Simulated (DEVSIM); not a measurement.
Device: abrupt GaAs p-n junction, at 300 K.

```
layer (left to right)  material  thickness (μm)  Nd (cm⁻³)  Na (cm⁻³)   τn (s)   τp (s)
---------------------  --------  --------------  ---------  ---------  -------  -------
1                          GaAs           0.410          -     3.1e15  8.7e-10  8.7e-10
2                          GaAs           0.730     2.2e16          -  8.7e-10  8.7e-10
```

Left contact: ohmic. Right contact: ohmic. Voltage is applied to the left contact. Recombination: SRH at mid-gap, radiative. Mobility is μmin + (μ − μmin)/(1 + (N/Nref)^α).

The device is made up for the run: typed textbook-type constants, with dimensions and the other settings drawn at random. Values at 300 K.

| parameter | GaAs |
|---|---|
| gap (eV) | 1.424 |
| affinity (eV) | 4.07 |
| permittivity | 12.9 |
| Nc (cm⁻³) | 4.7e17 |
| Nv (cm⁻³) | 9e18 |
| μn (cm²/Vs) | 8500 |
| μp (cm²/Vs) | 400 |
| μn,min | 500 |
| μp,min | 20 |
| Nref,n | 6e16 |
| Nref,p | 1.5e17 |
| αn | 0.39 |
| αp | 0.38 |
| B (cm³/s) | 2e-10 |

Simulated with DEVSIM: 1D drift-diffusion, Boltzmann statistics, complete ionisation; no tunnelling, impact ionisation, image-force lowering or self-heating.

The doping Nd of layer 2 was swept, all else fixed.

```tsv
doping Nd of layer 2 (cm^-3)	dark forward voltage at 100 A/cm² (V)	dark forward voltage at 1 A/cm² (V)	largest field in the device at zero bias (V/cm)	potential step across the device at zero bias (V)
6.6e14	1.014	0.875	14000	1.048
2.2e15	1.008	0.875	19000	1.079
6.6e15	1.002	0.868	26000	1.108
2.2e16	0.996	0.860	32000	1.139
6.6e16	0.992	0.855	[?]	1.167
2.2e17	0.990	0.852	40000	1.198
```

Q: Complete the blanks.

A: 
- 6.6e16, largest field in the device at zero bias (V/cm): 35000
